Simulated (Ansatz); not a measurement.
**hypothetical CdI2 type CeO2 with two functionals, biaxial strain +0.69 %, plane normal [001], relaxed out of plane**

The reference is CeO₂ in the CdI2 type structure (space group P-3m1, No. 164; a = 3.6012 Å, c = 4.5255 Å; a hypothetical phase, not in the database extracts checked). Axes: x lies along a and z along c of the hexagonal cell.

(Cell as relaxed with PBE-D3(BJ).)

Levels (all Ansatz, an electronic-structure program, PAW): PBE-D3(BJ) (420 eV, no spin-orbit coupling); PBEsol-D3(BJ) (420 eV, without spin-orbit coupling).

Each level relaxes its own structure.

```json
[
 {"base": "volume per atom", "PBE-D3(BJ)": "16.94 Å³", "PBEsol-D3(BJ)": "15.92 Å³"},
 {"base": "lattice parameter a", "PBE-D3(BJ)": "3.601 Å", "PBEsol-D3(BJ)": "3.567 Å"},
 {"base": "band gap", "PBE-D3(BJ)": "2.25 eV", "PBEsol-D3(BJ)": "2.30 eV"}
]
```

Perturbation: biaxial strain +0.69 %, plane normal [001], relaxed out of plane (Cartesian); in-plane vectors clamped, the third vector and the atoms free.

| quantity | PBE-D3(BJ) | PBEsol-D3(BJ) |
|---|---|---|
| smallest direct gap | 2.34 eV | 2.39 eV |
| out-of-plane strain | -0.32 % | -0.38 % |
| valley order (the lowest conduction-band minima on the path, energy above the VBM, named in the base's zone) | A (0, 0, 1/2) 2.19 eV; M (0, 1/2, 0) 2.34 eV | A (0, 0, 1/2) 2.24 eV; M (0, 1/2, 0) 2.38 eV |

PBE-D3(BJ)'s smallest direct gap lies 0.058 eV below PBEsol-D3(BJ)'s; PBE-D3(BJ)'s out-of-plane strain lies 0.06 % above PBEsol-D3(BJ)'s; both order the valleys alike. Neither level is exact; PBEsol-D3(BJ) is the comparison here, not a measurement.

Whether these cells are dynamically stable was not tested. Starting moments died away, wholly or in part, for the base; another magnetic solution may exist. All final runs are without spin polarisation.
